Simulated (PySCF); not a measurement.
PySCF 2.14.0, unrestricted BP86/def2-svp, df: W(F)5 ([F][W]([F])([F])([F])[F]), charge 0, multiplicity 2, 6 atoms. The geometry is a generated start, not checked to be a minimum at this level.

```
Property                                             Value
-------------------------  -------------------------------
task                                                energy
method                                                bp86
basis                                             def2-svp
two-electron scheme                        density fitting
mol.max_memory                                     3000 MB
mf.max_cycle                                           100
mf.init_guess                              minao (default)
mf.DIIS                                    CDIIS (default)
mf.diis_space                                  8 (default)
mf.conv_tol                                1e-09 (default)
mf.grids.level                                 3 (default)
effective core potentials  those of the basis set, past Kr
basis functions                                        102
grid points                                          95624
```

```xyz
6

W     -0.0719    -0.0568     0.0364
F      0.8603    -0.7785     1.4493
F     -1.3484     0.3329    -1.2372
F      0.7659     1.5334     0.6463
F      1.0975     0.2807    -1.4277
F     -1.3034    -1.3117     0.5329
```

Charge 0 and multiplicity 2 are set for this test and not shown to be the ground state.

One run each on 2 threads, 1 BLAS thread. Values of level_shift (Hartree) tried: 0 (default), 0.1, 0.3, 1.

**Question.** Predict the course of the Fock builds along this series.

**Answer.** Fewest Fock builds: 0 (default) with 16. The count rises to 47 at 0.3. The run ends without SCF convergence in 100 cycles at 1.

```csv
level_shift (Hartree),Fock builds,end
0 (default),16,same solution
0.1,21,same solution
0.3,47,same solution
1,101,no convergence
```
